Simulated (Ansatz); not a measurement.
Polymorphs of ScAl, PBEsol, DFPT electron-phonon coupling, linearised Boltzmann equation in Ansatz (an electronic-structure program); geometry: relaxed with this functional, without spin-orbit coupling.
- Pm-3m, primitive cell of 2: a = 3.3442 Å, b = 3.3442 Å, c = 3.3442 Å, α = 90.00°, β = 90.00°, γ = 90.00°
- Cmcm, primitive cell of 4: a = 5.7446 Å, b = 5.7446 Å, c = 4.3339 Å, α = 90.00°, β = 90.00°, γ = 146.65°

```csv
Space group,volume per atom (Å³),resistivity at 300 K
Pm-3m,18.7,?
Cmcm,19.7,47 μΩ·cm
```

Task: Some entries are withheld; supply them.

Result: 
- Pm-3m, resistivity at 300 K: 15.7 μΩ·cm

Metals; harmonic phonons alone scatter; means over directions. Halving the electron mesh moves these values by up to 4 %; q meshes are mostly untested. Spin-orbit coupling is left out.

Computed structure with no diffraction record at hand here (it may be known, metastable or hypothetical): ScAl (Cmcm), ScAl (Pm-3m).
